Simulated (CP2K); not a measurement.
CP2K run on the (001) slab of Mg (cut from a parent of space group no. 194; 2 atoms in the cell): self-consistent single point.

Computed with CP2K 2026.2 with LDA (Pade form), GPW, DZVP-MOLOPT-SR-GTH basis, GTH-PADE potentials (GTH_POTENTIALS).

```xyz
2
Lattice="3.2004 0.0000 0.0000 -1.6002 2.7716 0.0000 0.0000 0.0000 16.5972" Properties=species:S:1:pos:R:3 pbc="T T T"
Mg     1.6002     0.9239     9.5972
Mg     0.0000     1.8477     7.0000
```

Reference input (self-consistent single point, DFT LDA (Pade form), GPW, DZVP-MOLOPT-SR-GTH basis, GTH-PADE potentials (GTH_POTENTIALS)): CUTOFF = 1000 Ry; REL_CUTOFF = 50 Ry; SMEAR/METHOD = FERMI_DIRAC; ELECTRONIC_TEMPERATURE = 1160.45 K; KPOINTS/SCHEME = MONKHORST-PACK 6 6 1; GAMMA_CENTERED = T; XC_FUNCTIONAL = PADE; Mg/BASIS_SET = DZVP-MOLOPT-SR-GTH-q10; Mg/POTENTIAL = GTH-PADE-q10; METHOD = GPW; EPS_DEFAULT = 1e-10; NGRIDS = 5. This run's input differs from it in these lines:

```diff
@@ -16,3 +16,3 @@
     &MGRID
-      CUTOFF 1000
+      CUTOFF 500
       REL_CUTOFF 50
```

Output, abridged:

```
 SCF WAVEFUNCTION OPTIMIZATION

  Step     Update method      Time    Convergence         Total energy    Change
     1 NoMix/Diag. 0.20E+00      -     1.06418284      -126.4845129461 -1.26E+02
     2 Broy./Diag. 0.20E+00      -     0.00186166      -126.4471510473  3.74E-02
     3 Broy./Diag. 0.20E+00      -     0.00729192      -126.3062868330  1.41E-01
     4 Broy./Diag. 0.20E+00      -     0.00120620      -126.2380037480  6.83E-02
     5 Broy./Diag. 0.20E+00      -     0.00221286      -126.2755468728 -3.75E-02
     6 Broy./Diag. 0.20E+00      -     0.00015546      -126.2825888639 -7.04E-03
   [... 8 lines left out ...]
    15 Broy./Diag. 0.20E+00      -     0.00000061      -126.2756357361 -2.04E-05
    16 Broy./Diag. 0.20E+00      -     0.00000045      -126.2756273659  8.37E-06
    17 Broy./Diag. 0.20E+00      -     0.00000014      -126.2756264231  9.43E-07
    18 Broy./Diag. 0.20E+00      -     0.00000005      -126.2756289453 -2.52E-06
  *** SCF run converged in    18 steps ***

  Overlap energy of the core charge distribution:               0.00000000000000
  Self energy of the core charge distribution:               -267.45238863652247
  Core Hamiltonian energy:                                     81.07636641342643
  Hartree energy:                                              76.75681088013025
  Exchange-correlation energy:                                -16.65370457338809
  Electronic entropic energy:                                  -0.00271302889747
  Fermi energy:                                                -0.04300565417332

  Total energy:                                              -126.27562894526012
  Total energy (extrapolated to T->0):                       -126.27427243081139

   [... lines left out ...]

 STRESS| Analytical stress tensor [bar]
 STRESS|                        x                   y                   z
 STRESS|      x       -1.53136721893E+04  -1.04080865360E+01  -7.83315992746E-02
 STRESS|      y       -1.04080865360E+01  -1.53256806634E+04   4.41600480630E-02
 STRESS|      z       -7.83315992746E-02   4.41600480630E-02   3.19940395394E+03
 STRESS| 1/3 Trace                                            -9.14664963292E+03
```

The run converged in 18 iterations. Against the reference run the free energy drops by 2.8 meV/atom and the largest force goes from 0.291 to 0.609 eV/Å.

The starting cell has typed, rounded lattice constants, without a prior relaxation at this level. The slab is cut from that crystal, and its faces are unrelaxed. Its lattice was rescaled by up to half a per cent. Values carry the incompleteness of an atom-centred basis.
